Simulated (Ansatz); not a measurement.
The starting structures come from a database of crystals and need not be the phases stable at ambient conditions.

Tunnelling through a barrier is set by its complex band structure: the current falls as exp(−2κd) with the smallest κ.

```yaml
crystal:
  lattice:
    - [5.72037, 0.00000, 0.00000]
    - [2.86018, 6.48578, -0.01927]
    - [0.00000, 3.34171, 6.63494]
  atoms:
    - { symbol: B, position: [0.32999, 0.34002, 0.34317] }
    - { symbol: B, position: [0.67001, 0.65998, 0.65683] }
    - { symbol: H, position: [0.45885, 0.08230, 0.61894] }
    - { symbol: H, position: [0.54115, 0.91770, 0.38106] }
    - { symbol: Pb, position: [0.05659, 0.88683, 0.26796] }
    - { symbol: Pb, position: [0.94341, 0.11317, 0.73204] }
    - { symbol: Pb, position: [0.65676, 0.68649, 0.07348] }
    - { symbol: Pb, position: [0.34324, 0.31351, 0.92652] }
    - { symbol: O, position: [0.40968, 0.18064, 0.26881] }
    - { symbol: O, position: [0.59032, 0.81936, 0.73119] }
    - { symbol: O, position: [0.37031, 0.25937, 0.55355] }
    - { symbol: O, position: [0.62969, 0.74063, 0.44645] }
    - { symbol: O, position: [0.21474, 0.57052, 0.21558] }
    - { symbol: O, position: [0.78526, 0.42948, 0.78442] }
    - { symbol: O, position: [0.74580, 0.00000, 0.00000] }
    - { symbol: O, position: [0.25420, 0.00000, 0.00000] }
```

Space group of this cell: C2/m. The cell was relaxed by PBE-D3(BJ); by r2SCAN its mean pressure is -1.9 GPa.

Transport runs along the normal of the first two printed cell vectors.

No gap correction and no spin-orbit coupling; mid-gap values are interpolated between computed energies.

Q: Predict the band gap and the smallest decay constant κ at mid-gap from r2SCAN (Ansatz, a program for electronic structure).

A: Gap 3.34 eV on a 6×6×6 mesh; κ = 0.352 1/Å, at (0.000, 0.500) of the in-plane reciprocal vectors. At the zone centre, at the nearest computed energy, the slowest state has κ = 0.35 1/Å.
